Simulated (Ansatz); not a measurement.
The starting structures come from a database of crystals and need not be the phases stable at ambient conditions.

 Where the default PAW files enter, the runs use the earlier of Ansatz's two default sets.

# Evanescent states of Rb2PdBr6 (Fm-3m, not sure to be the ambient phase, 9 atoms a cell, 32.0 Å³ an atom) along the normal of (111)

The numbers are results of r2SCAN (plane waves, PAW; Ansatz, a program for electronic structure), not measurements.

The gap is the functional's own, uncorrected, and κ follows it; spin-orbit coupling is left out. Mid-gap values are interpolated between the computed energies.

Energies count from the valence-band top; κ is the least over a 6×6 mesh across the current.

```
E (eV)  κ (1/Å)  where
------  -------  -----
0.03      0.080      Γ
0.07      0.138      Γ
0.12      0.177      Γ
0.17          ?      Γ
0.23          ?  off Γ
0.28          ?  off Γ
0.33          ?  off Γ
0.38          ?  off Γ
0.42          ?  off Γ
0.47          ?  off Γ
0.53          ?  off Γ
0.57      0.126  off Γ
0.62      0.103  off Γ
0.68      0.069  off Γ
```

Problem. Complete the blanks.

Solution. 
- 0.17, κ (1/Å): 0.209
- 0.23, κ (1/Å): 0.206
- 0.28, κ (1/Å): 0.200
- 0.33, κ (1/Å): 0.192
- 0.38, κ (1/Å): 0.183
- 0.42, κ (1/Å): 0.173
- 0.47, κ (1/Å): 0.160
- 0.53, κ (1/Å): 0.145
